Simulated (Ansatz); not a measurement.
ZnS under a change: biaxial strain −1.25 %, plane normal [001], relaxed out of plane

The parent structure is ZnS in the zinc blende structure (space group F-43m, No. 216; a = 5.389 Å). Axes: x, y, z lie along the cube axes.

One thing is altered: compressive biaxial strain of 1.25 % in the plane normal to [001], as in epitaxy on a mismatched substrate; the out-of-plane cell vector and the atoms relax.

Method: Kohn–Sham DFT with the r2SCAN functional, run in Ansatz (a first-principles code) with PAW and 500 eV plane waves, scalar-relativistic without spin-orbit coupling. Settings: 11×11×11 k-points, 0.05 eV Fermi–Dirac smearing.

The volume per atom falls by 0.206 Å³ (19.56 Å³ → 19.36 Å³) and the shortest interatomic distance shrinks by 0.008 Å, from 2.334 Å to 2.326 Å. The energy increases by 1.9 meV/atom and the pressure (mean of the normal stresses, compression positive) goes from zero to 0.83 GPa. The band gap increases by 0.01 eV, from 2.70 eV to 2.71 eV and the gap character stays direct at Γ. The electron mass stays 0.19 mₑ (at Γ) and the valence-band top at Γ (three highest levels, from the VBM) goes from 0.00, 0.00, 0.00 eV to 0.00, 0.00, -0.11 eV. The valley order (the lowest conduction-band minima on the path, energy above the VBM, named in the base's zone) changes from Γ 2.70 eV; X along ⟨100⟩ 3.71 eV; L along ⟨111⟩ 3.82 eV to Γ 2.71 eV; X along [010] 3.60 eV; X along [001] 3.75 eV; L along [111] 3.80 eV and the out-of-plane strain is +1.47 %. The ratio −ε⊥/ε∥ amounts to 1.18.

Effective masses come from finite differences of ±0.01 Å⁻¹. Stability against distortions was not tested. k-point labels follow each cell's own Brillouin zone.
